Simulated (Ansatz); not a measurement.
## What Si → V does to Si

The parent structure is Si (space group Ia-3, No. 206; a = 6.6016 Å).

Now apply this change: V takes the place of Si on all its sites, then cell and atoms are relaxed.

The values are results of PBEsol in Ansatz (plane waves to 420 eV, PAW, no SOC), not measurements. Settings: 11×11×11 k-points, 0.05 eV Fermi–Dirac smearing, for the changed cell.

```tsv
quantity	base	changed	shift
volume per atom	17.98 Å³	14.74 Å³	-3.24 Å³
density	2.59 g/cm³	5.74 g/cm³	+3.143 g/cm³
space group	Ia-3 (No. 206)	Ia-3d (No. 230)	–
shortest interatomic distance	2.340 Å	2.185 Å	-0.155 Å
band gap	zero	zero	–
```

Final structure:

```
CELL_PARAMETERS angstrom
     -3.08949     3.08949     3.08949
      3.08949    -3.08949     3.08949
      3.08949     3.08949    -3.08949
ATOMIC_POSITIONS crystal
  V  0.25000 0.25000 0.25000
  V  0.50000 0.00000 0.25000
  V  0.25000 0.50000 0.00000
  V  0.00000 0.25000 0.50000
  V  0.75000 0.75000 0.75000
  V  0.50000 0.00000 0.75000
  V  0.75000 0.50000 0.00000
  V  0.00000 0.75000 0.50000
```

Whether these cells are dynamically stable was not tested. As relaxed here, V is a hypothetical phase, not in the database extracts checked. Seeded moments were not kept for Si → V. All final runs are without spin polarisation. This is not the structure that Si has at room temperature and ambient pressure. The zero or small gap of Si can change with the level of theory.

Ansatz is a quantum-chemistry and plane-wave program.
